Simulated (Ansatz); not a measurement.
```
Ba2CdMoO6
1.0
    0.00000     4.14897     4.14897
    4.14897     0.00000     4.14897
    4.14897     4.14897     0.00000
Ba Cd Mo O
2 1 1 6
Cartesian
  2.07448   2.07448   2.07448
  6.22345   6.22345   6.22345
  4.14897   4.14897   4.14897
  0.00000   0.00000   0.00000
  1.91136   4.14897   4.14897
  6.38658   4.14897   4.14897
  4.14897   1.91136   4.14897
  4.14897   6.38658   4.14897
  4.14897   4.14897   1.91136
  4.14897   4.14897   6.38658
```

The cell is a database entry relaxed within its symmetry; it need not be the phase found at ambient conditions. Dynamical quadrupoles are not included in the interpolation of the phonons between the solved wave vectors.

Task: Is this relaxed cell dynamically stable according to harmonic phonons (finite displacements on a 4×4×4 mesh, PBEsol density-functional theory in Ansatz (plane waves, PAW), k mesh 4×4×4)? If not, where is the strongest instability?

Result: No. The softest mode is 103i cm⁻¹ at q = (0.000, 0.000, 0.000) in fractions of the reciprocal vectors of this cell, and 46 of the 64 wave vectors of the mesh carry a mode beyond 15i cm⁻¹.

The PAW data sets were generated under PBE and serve the other functionals too.

Ansatz is a quantum-chemistry and plane-wave program.
